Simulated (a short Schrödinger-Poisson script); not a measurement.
Structure: gated Al0.2Ga0.8As/GaAs modulation-doped gas in a quantum well, at 20 K.

| layer | material | thickness (nm) | Nd (cm⁻³) | Na (cm⁻³) |
|---|---|---|---|---|
| 1 | Al0.2Ga0.8As | 10 | - | - |
| 2 | Al0.2Ga0.8As | 40 | 1.3e18 | - |
| 3 | Al0.2Ga0.8As | 2 | - | - |
| 4 | GaAs | 20 | - | - |
| 5 | Al0.2Ga0.8As | 4000 | - | 3e14 |

The device is made up for the run: typed textbook-type constants, with dimensions and the other settings drawn at random. Al0.2Ga0.8As: permittivity 12.33, conduction-band edge (eV) 0.158, gap (eV) 1.673, electron mass (mₑ) 0.0836, Nv at 300 K (cm⁻³) 9e18. GaAs: permittivity 12.9, conduction-band edge (eV) 0, gap (eV) 1.424, Nv at 300 K (cm⁻³) 9e18.

Channel valleys (confinement mass, in-plane density-of-states mass, number): Γ 0.067, 0.067, 1. At the gate the conduction-band edge of layer 1 lies 0.91 eV − eVg above the Fermi level of the channel; the field vanishes at the back. Donor level 0.05 eV below the band edge. The barrier under the gate holds no holes. Gaps are held at their typed values at every temperature. Mesh 0.08 nm at interfaces.

From a short Schrödinger-Poisson script (our own, NumPy): 1D Poisson equation in equilibrium, electrons quantum, Hartree plus LDA exchange-correlation (BenDaniel-Duke, 40 states a valley, the channel's in-plane mass for all, wave functions free to enter the barrier), parabolic valleys, classical holes, donors ionised by Fermi statistics, acceptors fully, no traps, pinning or gate leakage.

The same stack at other levels of the model or other numerical settings:

```
run                                          sheet density of all electrons at Vg = 0.5 V (cm⁻²)  sheet density of all electrons at Vg = -1 V (cm⁻²)  capacitance at Vg = 0.5 V (μF/cm²)  centroid of the channel electrons at Vg = 0.5 V (nm)  rough cost against the base
-------------------------------------------  ---------------------------------------------------  --------------------------------------------------  ----------------------------------  ----------------------------------------------------  ---------------------------
base                                                                                     5.78e11                                             5.40e11                               0.501                                                  5.80                      about 1
electrons treated as classical, Boltzmann                                                9.59e11                                             6.08e11                               0.501                                            (withheld)                         0.01
electrons treated as classical, Fermi-Dirac                                              5.85e11                                             5.44e11                               0.501                                                  4.67                         0.07
electrons treated as quantum, Hartree                                                    5.22e11                                          (withheld)                               0.501                                                  6.12                          0.5
mesh six times as coarse                                                                 5.78e11                                             5.40e11                               0.501                                            (withheld)                          0.2
one subband a valley                                                                     5.78e11                                             5.40e11                               0.501                                                  5.80                          0.2
```

Q: Fill in the missing entries.

A: 
- electrons treated as classical, Boltzmann, centroid of the channel electrons at Vg = 0.5 V (nm): 0.55
- electrons treated as quantum, Hartree, sheet density of all electrons at Vg = -1 V (cm⁻²): 5.02e11
- mesh six times as coarse, centroid of the channel electrons at Vg = 0.5 V (nm): 5.77

The classical rows ignore confinement, and Boltzmann statistics overrate the density once the band edge passes the Fermi level.
